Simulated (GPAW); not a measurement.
GPAW run on K (Im-3m, 1 atom in the cell): self-consistent single point.

Method: PBE, GPAW PAW datasets PBE (gpaw-data 1.0.1) (plane waves; GPAW).

The change in words: lattice scaled by 0.98. Reference geometry:
```
K
1.0
   -2.67058     2.67058     2.67058
    2.67058    -2.67058     2.67058
    2.67058     2.67058    -2.67058
K
1
Direct
  0.00000   0.00000   0.00000
```

Reference input (self-consistent single point, DFT PBE, plane waves, GPAW PAW datasets PBE (gpaw-data 1.0.1)): mode = pw; ecut = 550 eV; xc = PBE; kpts = 12 12 12; mesh shift (steps) = 0 0 0; occupations.name = methfessel-paxton; occupations.width = 0.1 eV; occupations.order = 0; nbands = -7; symmetry.symmorphic = false; symmetry.tolerance = 0.0005; maxiter = 100. This run's input differs from it in these lines:

```diff
@@ -5,5 +5,5 @@
 atoms = Atoms(['K'],
-              cell=[[-2.670584, 2.670584, 2.670584],
-                    [2.670584, -2.670584, 2.670584],
-                    [2.670584, 2.670584, -2.670584]],
+              cell=[[-2.617172, 2.617172, 2.617172],
+                    [2.617172, -2.617172, 2.617172],
+                    [2.617172, 2.617172, -2.617172]],
               positions=[[0.000000, 0.000000, 0.000000]],
```

Output (repeated stretches shortened):

```
     iter     time        total  log10-change:
                         energy   eigst   dens
iter:   1 --:--:--    -1.433390
iter:   2 --:--:--    -1.404756   -1.81  -1.34
iter:   3 --:--:--    -1.214931   -1.42  -1.37
iter:   4 --:--:--    -1.216459   -2.68  -1.70
iter:   5 --:--:--    -1.232279   -2.55  -1.74
iter:   6 --:--:--    -1.219544   -2.78  -1.98
iter:   7 --:--:--    -1.219443   -4.18  -2.89
iter:   8 --:--:--    -1.219410c  -5.03  -2.96
iter:   9 --:--:--    -1.219411c  -6.14  -4.33c
iter:  10 --:--:--    -1.219410c  -6.98  -4.06c
iter:  11 --:--:--    -1.219410c  -6.88  -4.47c
iter:  12 --:--:--    -1.219410c  -7.05  -4.21c
iter:  13 --:--:--    -1.219410c  -9.23c -5.52c
Converged after 13 iterations.

Dipole moment: (-0.000000, -0.000000, 0.000000) |e|*Ang

Energy contributions relative to reference atoms: (reference = -16382.253218)

Kinetic:         -3.039619
Potential:       +3.641505
External:        +0.000000
XC:              -1.164806
Entropy (-ST):   -0.004871
Local:           -0.654054
SIC:             +0.000000
--------------------------
Free energy:     -1.221846
Extrapolated:    -1.219410

Showing only first 2 kpts
 Kpt  Band  Eigenvalues  Occupancy
  0     2    -14.47755    2.00000
  0     3    -14.47755    2.00000
  0     4     -1.09510    2.00000
  0     5      5.38887    0.00000

  1     2    -14.47919    2.00000
  1     3    -14.47753    2.00000
  1     4     -1.00709    2.00000
  1     5      5.26228    0.00000

Fermi level: 1.08169

No gap
No difference between direct/indirect transitions
Energy (eV): -1.21941

Forces in eV/Ang:
  0 K    -0.00000    0.00000    0.00000

Stress tensor:
    -0.000477     0.000000     0.000000
     0.000000    -0.000477    -0.000000
     0.000000    -0.000000    -0.000477
Stress (GPa, Voigt): [-0.0764 -0.0764 -0.0764 -0.      0.      0.    ]
```

The run converged in 13 iterations. GPAW prints stress with tension positive. Against the reference run the free energy hardly moves (within 1 meV/atom) and the pressure goes from -0.14 to 0.08 GPa.

The starting cell comes from a database of computed structures (which also holds hypothetical and non-ambient phases and stackings), without a prior relaxation at this level. Its lattice was rescaled by a random factor within 2.5 % of one. For this run, on top of that: lattice scaled by 0.98.
